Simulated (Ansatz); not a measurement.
Consider the following.

```
BN
1.0
    0.00000     1.81257     1.81257
    1.81108     0.00000     1.81257
    1.81108     1.81257     0.00000
N B
1 1
Direct
  0.75000   0.75000   0.75000
  0.00000   0.00000   0.00000
```

No spin polarisation.

All numbers come from plane-wave PAW DFT at the PBE level (Ansatz, a program for electronic structure, 420 eV), spin-orbit coupling left out. Settings: 16×16×16 k-points, 0.05 eV Fermi–Dirac smearing.

Problem. Predict the band gap, smallest direct gap and space group.

Solution. 
- Band gap = 4.45 eV
- Smallest direct gap = 8.79 eV
- Space group = I-4m2 (No. 119)

Load acts through the strain it causes; cell and atoms are relaxed under it. Beyond what the load breaks, stability against distortions was not tested. The cell was made from BN in the zinc blende structure (space group F-43m, No. 216) by this change: uniaxial stress, 0.5 GPa compression along x.
